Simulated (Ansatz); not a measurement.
Carrier properties of ZnO under load (space group P6_3mc)

```yaml
crystal:
  lattice:
    - [3.29900, 0.00000, 0.00000]
    - [-1.64950, 2.85701, 0.00000]
    - [0.00000, 0.00000, 5.09768]
  atoms:
    - { symbol: Zn, position: [0.33333, 0.66667, 0.99232] }
    - { symbol: Zn, position: [0.66667, 0.33333, 0.49232] }
    - { symbol: O, position: [0.33333, 0.66667, 0.38268] }
    - { symbol: O, position: [0.66667, 0.33333, 0.88268] }
```

Computed with PBE with spin-orbit coupling, rigid bands (plane waves, PAW; Ansatz, a quantum-chemistry and plane-wave program). Condition of this run: biaxial stress in the c plane of -4.4 GPa (compression positive) (the target of the relaxation). Geometry: cell and atoms relaxed with PBEsol, then loaded as said.

The band gap is 0.81 eV and the electron conductivity mass (300 K, dilute) is 0.162 (x), 0.162 (y), 0.173 (z) mₑ. The hole conductivity mass (300 K, dilute) comes out as 1.80 (x), 1.80 (y), 3.1 (z) mₑ, the effective density of states N_c (300 K) is 1.5e18 cm⁻³ and the effective density of states N_v (300 K) is 7.9e19 cm⁻³. The density-of-states mass, electrons is 0.155 mₑ. The density-of-states mass, holes is 2.1 mₑ. The Seebeck coefficient, n-type 1e19 cm⁻³, 300 K is -98 μV/K and the best n-type power factor at 300 K for τ = 10 fs (best axis; densities from 1e16 to 1e21 cm⁻³ tried, whether or not they can be reached) is 1.49 μW/(cm·K²) at 3e18 cm⁻³. The Seebeck coefficient, p-type 1e19 cm⁻³, 300 K is 437 μV/K.

Rigid bands; masses and Seebeck coefficients take one relaxation time τ for all states and one kind of carrier; polarons and phonon drag are left out. Geometry: cell and atoms relaxed with PBEsol.
